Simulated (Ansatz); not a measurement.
Start from KTaO$_{3}$ in the cubic perovskite structure (space group Pm-3m, No. 221; a = 4.0244 Å).

Perturbation: cell and atoms relaxed at a pressure of 60 GPa.

Levels (all Ansatz, a program for electronic structure, PAW): PBE (420 eV, no SOC); r2SCAN (500 eV, spin-orbit coupling left out); HSE06 (420 eV, no spin-orbit coupling); PBE+SOC (420 eV, spin-orbit coupling included).

At the geometry relaxed with PBE, these levels gave the following band gaps, in shuffled order: (a) 4.02 eV, (b) 2.46 eV, (c) 2.58 eV, (d) 3.05 eV.

Question: Match each gap to its level.

Answer: (a) HSE06; (b) PBE+SOC; (c) PBE; (d) r2SCAN.

Single points use the geometry relaxed with PBE. The hybrid gap comes from the SCF mesh plus the semilocal run's edge points and a few special points and is an upper bound. Differences between runs with and without spin-orbit coupling are approximate. Spin-orbit coupling, missing from the scalar runs, can matter with Ta. Load acts through the strain it causes; cell and atoms are relaxed under it. Stability against distortions was not tested. Competing high-pressure phases were not computed.
